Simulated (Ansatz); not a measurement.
Consider Ru in the hcp (Mg type) structure (space group P6_3/mmc, No. 194; relaxed with 0.1 eV smearing).

```yaml
crystal:
  lattice:
    - [2.72191, 0.00000, 0.00000]
    - [-1.36096, 2.35725, 0.00000]
    - [0.00000, 0.00000, 4.29398]
  atoms:
    - { symbol: Ru, position: [0.66667, 0.33333, 0.75000] }
    - { symbol: Ru, position: [0.33333, 0.66667, 0.25000] }
```

Calculations: PBE, PAW, 420 eV (Ansatz, a quantum-chemistry and plane-wave program; no SOC).

For the base:

```
Item       Result
--------  -------
Pressure  0.0 GPa
Band gap     zero
```

Modification: every lattice vector is stretched by 1.00 %; the atoms relax in the strained cell.

### Question
What happens to the pressure, energy relative to the base and band gap?

### Answer
The pressure (mean of the normal stresses, compression positive) goes from zero to -8.6 GPa; the energy goes up by 12 meV/atom; the band gap remains zero.

Stability against distortions was not tested. The final runs are not spin-polarised.
